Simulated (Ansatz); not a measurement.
1T (CdI2-type) CaI2 was calculated with r²SCAN0 in Ansatz (plane waves, PAW).

Input:

Ansatz 0.2 input:
```yaml
crystal:
  lattice:
    - [4.48, 0.0, 0.0]
    - [-2.24, 3.879794, 0.0]
    - [0.0, 0.0, 6.96]
  atoms:
    - { symbol: Ca, position: [0.0, 0.0, 0.0] }
    - { symbol: I, position: [0.333333, 0.666667, 0.25] }
    - { symbol: I, position: [0.666667, 0.333333, 0.75] }
basis:
  ecutwfc: 520
  ecutrho_ratio: 4
  xc_grid: 3
kpoints:
  mp_grid: { grid: [6, 6, 4] }
hamiltonian:
  xc: r2scan0
  dispersion: none
  pseudopotentials: { azcp: { folder: ./paw }, kind: paw }
scf:
  occupations: { method: fermi_dirac, width: 0.01 }
  convergence: { dr2_threshold: 0.0000000003 }
output:
  forces: true
  stress: true
  eigenvalues: true
```

**Question.** How many irreducible k-points, plane waves at Γ does the program set up, and what pressure does the run end with?

**Answer.** 24 irreducible k-points, 3271 plane waves at Γ; P = 0.77 GPa, so the cell is compressed on average and its volume would grow at this level.

From the output:

```
WARN the atoms were moved onto the symmetric positions of the space group found under crystal.symmetry.tolerance 1.0e-5 (fractional …
WARN output.stress: scf.exx.energy_threshold = 1e-6 eV is looser than the 3e-8 eV advised for a stress under a hybrid functional (1e-8 eV for each atom of the …
Crystal: 3 atoms, lattice volume = 120.975 Å³
Basis set: ecut = 520 eV, 3271 PW (Γ), exchange–correlation on 108×108×162 points (27 copies of the dense FFT grid, shifted against one another)
Bands: 27, of which v1, the nominal top of the filled ones, is band 22 counted from 1 (21 counted from 0)
Symmetry: 12 space group operations
Space group: P-3m1 (ITA 164), of the structure as read, at distance tolerance 4.9e-5 Å
k-points: 24 of 144
Initial density: superposition of atomic densities (chi_scale 0.1, normalization cell, long waves kept (reshape's long-wave potential 0.10 eV rms))
Functional: x = r2scan, c = r2scan; τ floored in thin density (d = 2e-4 eV/Å³), warm-up for x = 0.75 r2scan + 0.25 exact, c = r2scan; τ floored in thin density (d = 2e-4 eV/Å³)
SCF iter   1: F=—  HF=-16886.834754 eV  |F-HF|=—  |Δ(HF+E_count)|=         —  Δρ=6.26e-2  dr2=1.64e1  dr2_τ=2.12e-1
SCF iter   2: F=—  HF=-16885.844416 eV  |F-HF|=—  |Δ(HF+E_count)|=   9.90e-1  Δρ=3.80e-2  dr2=7.97e0  dr2_τ=3.02e-1
  ...
Crystal: 3 atoms, lattice volume = 120.975 Å³
Initial density: handed on by an earlier stage of this run
Functional: x = 0.75 r2scan + 0.25 exact, c = r2scan; τ floored in thin density (d = 2e-4 eV/Å³)
Crystal: 3 atoms, lattice volume = 120.975 Å³
SCF iter   4: F=—  HF=-16883.732424 eV  |F-HF|=—  |Δ(HF+E_count)|=   2.23e-9  Δρ=6.38e-7  dr2=4.99e-10  dr2_τ=1.90e-11
SCF iter   5: F=-16883.732424 eV  HF=-16883.732424 eV  |F-HF|=1.09e-11  |Δ(HF+E_count)|=  1.35e-10  Δρ=2.01e-7  dr2=3.30e-11  dr2_τ=2.48e-12
SCF 3 converged in 5 iterations: F = -16883.732424 eV  dr2 = 3.30e-11
Free energy (F): -16883.732424 eV
Internal energy: -16883.732424 eV  (E = F + TS)
E sigma→0 (E₀):  -16883.732424 eV
Fermi energy:    5.869393 eV
--- Forces (eV/Å), atoms counted from 1 ---
  atom   1  Ca    -0.00000000     0.00000000     0.00000000
  atom   2  I      0.00000000    -0.00000000     0.07735117
  atom   3  I      0.00000000     0.00000000    -0.07735117
--- Stress (GPa, compression-positive) ---
        0.731672       0.000000       0.000000
        0.000000       0.731672       0.000000
        0.000000       0.000000       0.857607
  P = ⅓ Tr σ = 0.7736 GPa (7.736 kbar)
```

The PAW data were made under PBE.

Note: cell and atoms aren't relaxed at this level (largest force component 0.08 eV/Å, pressure 0.8 GPa).

Ansatz is a program for electronic structure.
